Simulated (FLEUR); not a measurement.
**A self-consistent single point of MnS (Fm-3m, 2 atoms in the cell) with FLEUR**

Method of the run: PBE, all-electron FLAPW (FLEUR), scalar-relativistic valence run with FLEUR.

This input was run:

Input of the input generator:

```
MnS
&input film=f /
-0.0000000000 4.6869932206 4.6869932206
4.6869932206 0.0000000000 4.6869932206
4.6869932206 4.6869932206 0.0000000000
1.0
1.0 1.0 1.0

2
16 0.0000000000 0.0000000000 0.0000000000 : 0.00
25 0.5000000000 0.5000000000 0.5000000000 : 4.00

&comp jspins=2 /
&kpt div1=9 div2=9 div3=9 /
&end /
```

```xml
<?xml version="1.0" encoding="UTF-8" standalone="no"?>
<fleurInput fleurInputVersion="0.39">
   <comment>
      MnS                                                                                                 
   </comment>
   <calculationSetup>
      <cutoffs Kmax="4.6" Gmax="18.4" GmaxXC="18.4" numbands="0"/>
      <scfLoop itmax="60" minDistance="0.00001" maxIterBroyd="25" imix="Anderson" alpha="0.05" precondParam="0.0" spinf="2.0"/>
      <coreElectrons ctail="T" frcor="F" kcrel="0" coretail_lmax="0"/>
      <xcFunctional name="pbe" relativisticCorrections="F"/>
      <magnetism jspins="2"/>
      <soc l_soc="F" theta="0.0" phi="0.0" spav="F"/>
      <expertModes spex="0" secvar="F"/>
      <geometryOptimization l_f="T" forcealpha="1.0" forcemix="BFGS" epsdisp="0.00001" epsforce="0.00001"/>
      <ldaU l_linMix="F" mixParam="0.05" spinf="1.0"/>
   </calculationSetup>
   <cell>
      <bzIntegration valenceElectrons="21.0" mode="gauss" fermiSmearingEnergy="0.00734986">
         <kPointListSelection listName="default-1"/>
         <!-- k-points included here -->
         <xi:include xmlns:xi="http://www.w3.org/2001/XInclude" href="kpts.xml"> </xi:include>
      </bzIntegration>
      <!-- symmetry operations included here -->
      <xi:include xmlns:xi="http://www.w3.org/2001/XInclude" href="sym.xml"> </xi:include>
      <bulkLattice scale="1.0">
         <bravaisMatrix>
            <row-1>    0.0000000000000000     4.6869932205999998     4.6869932205999998</row-1>
            <row-2>    4.6869932205999998     0.0000000000000000     4.6869932205999998</row-2>
            <row-3>    4.6869932205999998     4.6869932205999998     0.0000000000000000</row-3>
         </bravaisMatrix>
      </bulkLattice>
   </cell>
   <atomSpecies>
      <species name="Sulfur (S)" element="S" atomicNumber="16">
         <mtSphere radius="1.72" gridPoints="595" logIncrement="0.019"/>
         <atomicCutoffs lmax="8" lnonsphr="6"/>
         <electronConfig flipSpins="F">
            <coreConfig>(1s1/2) (2s1/2) (2p1/2) (2p3/2)</coreConfig>
            <valenceConfig>(3s1/2) (3p1/2) (3p3/2)</valenceConfig>
            <stateOccupation state="(3p1/2)" spinUp="0.6666666667" spinDown="0.6666666667"/>
            <stateOccupation state="(3p3/2)" spinUp="1.333333333" spinDown="1.333333333"/>
         </electronConfig>
         <energyParameters s="3" p="3" d="3" f="4"/>
      </species>
      <species name="Manganese 4.000" element="Mn" atomicNumber="25">
         <mtSphere radius="2.65" gridPoints="915" logIncrement="0.013"/>
         <atomicCutoffs lmax="10" lnonsphr="8"/>
         <electronConfig flipSpins="F">
            <coreConfig>(1s1/2) (2s1/2) (2p1/2) (2p3/2)</coreConfig>
            <valenceConfig>(3s1/2) (3p1/2) (3p3/2) (4s1/2) (3d3/2) (3d5/2)</valenceConfig>
            <stateOccupation state="(3d3/2)" spinUp="1.5" spinDown="0.5"/>
            <stateOccupation state="(3d5/2)" spinUp="3.0" spinDown="0.0"/>
         </electronConfig>
         <energyParameters s="4" p="4" d="3" f="4"/>
         <lo type="SCLO" l="0" n="3" eDeriv="0"/>
         <lo type="SCLO" l="1" n="3" eDeriv="0"/>
      </species>
   </atomSpecies>
   <atomGroups>
      <atomGroup species="Sulfur (S)">
         <relPos label="                   1">.0000000000 .0000000000 .0000000000</relPos>
         <force calculate="T" relaxXYZ="TTT"/>
      </atomGroup>
      <atomGroup species="Manganese 4.000">
         <relPos label="                   2">1.000/2.000 1.000/2.000 1.000/2.000</relPos>
         <force calculate="T" relaxXYZ="TTT"/>
      </atomGroup>
   </atomGroups>
   <output dos="F" band="F" slice="F">
      <checks vchk="F" cdinf="F"/>
      <bandDOS minEnergy="-.5*Htr" maxEnergy="0.5*Htr" sigma="0.015" storeEVData="T"/>
      <vacuumDOS vacdos="F" integ="F" star="F" nstars="0" locx1="0.0" locy1="0.0" locx2="0.0" locy2="0.0" nstm="0" tworkf="0.0"/>
      <unfoldingBand unfoldBand="F" supercellX="1" supercellY="1" supercellZ="1"/>
      <plotting iplot="0" polar="F">
         <plot TwoD="T" vec1="  1.0  0.0  0.0" vec2="  0.0  1.0  0.0" vec3="  0.0  0.0  1.0" zero="  0.0  0.0  0.0" file="plot"/>
      </plotting>
      <chargeDensitySlicing numkpt="0" minEigenval="0.0" maxEigenval="0.0" nnne="0" pallst="F"/>
      <specialOutput eonly="F"/>
      <magneticCircularDichroism mcd="F" energyLo="-10.0" energyUp="0.0"/>
   </output>
  <!-- We include the file relax.xml here to enable relaxations (see documentation) -->
  <xi:include xmlns:xi="http://www.w3.org/2001/XInclude" href="relax.xml"> <xi:fallback/> </xi:include>
</fleurInput>
```

Output (repeated stretches shortened):

```
      Welcome to FLEUR        (www.flapw.de)
      MaX-Release 8.1          (www.max-centre.eu)

 ========== k-point set info ==========
 Selected k-point list: default-1
 k-point list type: mesh
 9 x 9 x 9
 Number of k points: 35

 ------------Calculation Setup---------------------------
           1           5           7          35
 Number of basis functions:          359
 Iteration:     1   Distance:       6.99482327 me/bohr^3
 Iteration:     2   Distance:       6.55864455 me/bohr^3
 Iteration:     3   Distance:       3.31224287 me/bohr^3
 Iteration:     4   Distance:       1.87719873 me/bohr^3
 Iteration:     5   Distance:       1.76790771 me/bohr^3
 Iteration:     6   Distance:       0.35146581 me/bohr^3
   [... 8 lines left out ...]
 Iteration:    15   Distance:       0.00029164 me/bohr^3
 Iteration:    16   Distance:       0.00030821 me/bohr^3
 Iteration:    17   Distance:       0.00003896 me/bohr^3
 Iteration:    18   Distance:       0.00001375 me/bohr^3
 Iteration:    19   Distance:       0.00000586 me/bohr^3
 Run finished successfully
 Stop message:
   Structural relaxation: Done

[file out, last iteration]
             iter=     20
          p o t e n t i a l   g e n e r a t o r
[...]
          integral of pseudo charge density inside the slab=        0.000000   0.000000
     coulomb potential in the interstitial region:
          density-coulomb potential integrals
          total density-coulomb potenti    -2365.6210796214
          density-effective potential integrals for spin  1
          density-effective potential integrals for spin  2
          total density-effective poten   -2.4667996081E+03
          charge density-energy density integrals
          total charge density-energy d   -7.8072253750E+01
 Updated energy parameters for spin:           1
  Atom    1 3s branch from -7.22 to  1.56 htr. ; e_l = -0.3264
  Atom    1 3p branch from -5.18 to  2.16 htr. ; e_l = -0.1000
  Atom    1 3d branch from -9.99 to  2.62 htr. ; e_l =  0.1049
  Atom    1 4f branch from -9.99 to  6.09 htr. ; e_l =  0.2693
  Atom    2 4s branch from -2.63 to  1.26 htr. ; e_l =  0.2193
  Atom    2 4p branch from -1.47 to  1.73 htr. ; e_l =  0.3535
  Atom    2 3d branch from -9.99 to  0.34 htr. ; e_l =  0.2578
  Atom    2 4f branch from -9.99 to  2.74 htr. ; e_l =  0.6664
  Atom    2 3s branch from-26.75 to -2.63 htr. ; e_l(l -2.6295
  Atom    2 3p branch from-22.57 to -1.47 htr. ; e_l(l -1.4817
 Updated energy parameters for spin:           2
  Atom    1 3s branch from -7.21 to  1.57 htr. ; e_l = -0.3222
  Atom    1 3p branch from -5.18 to  2.16 htr. ; e_l = -0.0963
  Atom    1 3d branch from -9.99 to  2.62 htr. ; e_l =  0.1083
  Atom    1 4f branch from -9.99 to  6.09 htr. ; e_l =  0.2727
  Atom    2 4s branch from -2.47 to  1.37 htr. ; e_l =  0.2471
  Atom    2 4p branch from -1.32 to  1.84 htr. ; e_l =  0.3701
  Atom    2 3d branch from -9.99 to  0.49 htr. ; e_l =  0.3741
  Atom    2 4f branch from -9.99 to  2.85 htr. ; e_l =  0.6735
  Atom    2 3s branch from-26.69 to -2.47 htr. ; e_l(l -2.4771
  Atom    2 3p branch from-22.52 to -1.32 htr. ; e_l(l -1.3323
[...]
 fermi energy and band-weighting factors:
   [... lines left out ...]
          first approx. to ef    (T=0)  :   0.372770 htr   (energy of the highest occ. eigenvalue)
          total moment                 =     4.15195
 Direct bandgap for spin            1 :    3.0314246977896642E-002  Htr
 Direct bandgap for spin            2 :    5.6098121947039115E-003  Htr
   [... lines left out ...]
          charge density-ex.-corr.energ      -78.0722537497
          el.-nucl. inter. diff. m.t.        465.9123576110
          Madelung term for atom type:       -14.4155056764
          el.-nucl. inter. diff. m.t.       1383.5838289761
          Madelung term for atom type:        -7.3943644476
 ---->    total energy=                    -1557.8867367254 htr
 ---->    (input%tkb*entropy) TS=              0.0000000000 htr
 ---->    free energy=                     -1557.8867367254 htr
      extrapolation for T->0
 ---->    total electron energy=           -1557.8867367254 htr
SPIN-1 FORCE FOR ATOM TYPE=  1  X=  0.000   Y=  0.000   Z=  0.000      FX_SP = 0.000000 FY_SP = 0.000000 FZ_SP = 0.000000
SPIN-2 FORCE FOR ATOM TYPE=  1  X=  0.000   Y=  0.000   Z=  0.000      FX_SP = 0.000000 FY_SP = 0.000000 FZ_SP = 0.000000
SPIN-1 FORCE FOR ATOM TYPE=  2  X=  4.687   Y=  4.687   Z=  4.687      FX_SP = 0.000000 FY_SP = 0.000000 FZ_SP = 0.000000
SPIN-2 FORCE FOR ATOM TYPE=  2  X=  4.687   Y=  4.687   Z=  4.687      FX_SP = 0.000000 FY_SP = 0.000000 FZ_SP = 0.000000
 ***** TOTAL FORCES ON ATOMS *****
 TOTAL FORCE FOR ATOM TYPE=  1  X=  0.000   Y=  0.000   Z=  0.000
                       FX_TOT= 0.000000 FY_TOT= 0.000000 FZ_TOT= 0.000000
 TOTAL FORCE FOR ATOM TYPE=  2  X=  4.687   Y=  4.687   Z=  4.687
                       FX_TOT= 0.000000 FY_TOT= 0.000000 FZ_TOT= 0.000000
 Structural relaxation: Done
```

The run converged in 19 iterations. FLEUR gives forces in its relaxation mode, with a further iteration, so its stop message speaks of a relaxation.

The starting cell was generated: these elements placed on a structure prototype, without a prior relaxation; it need not be a known phase or ordering of this composition. Its lattice was rescaled by a random factor within 2.5 % of one. With one magnetic atom in the cell only a parallel order is possible. Values depend on the basis (sphere radii, cutoffs, local orbitals), which need not be converged. The log's line on a gap gives a spacing of levels on this mesh, which the program prints for metals too.

Cost on one core of a shared machine: roughly 2 min.
